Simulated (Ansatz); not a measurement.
For MoGe2 (model structure, started from the fluorite type, Fm-3m, No. 225, 3 atoms in the cell), PBE in Ansatz (PAW) gives:

| Item | Value |
|---|---|
| lattice constant a | 6.097 Å |
| formation enthalpy | 0.473 eV/atom |

Q: What does PBE-D3(BJ) (PAW; Ansatz, a program for electronic structure) give for the same quantities?

A: 
- lattice constant a: 6.027 Å (shrinks by 1.1 %)
- formation enthalpy: 0.469 eV/atom (drops by 0.004 eV/atom)

Changes are worked out from the printed values.

Unless a cell is named, each level is at its own relaxed cell (PBE 18.88, PBE-D3(BJ) 18.24 Å³/atom).

Ansatz's density-functional and Hartree–Fock values are scalar-relativistic unless marked +SOC, with PAW data made under PBE.

A model structure was made by putting elements into a prototype or built by hand; it is no filed structure, need not be a known phase, and can be a saddle point held by its symmetry.
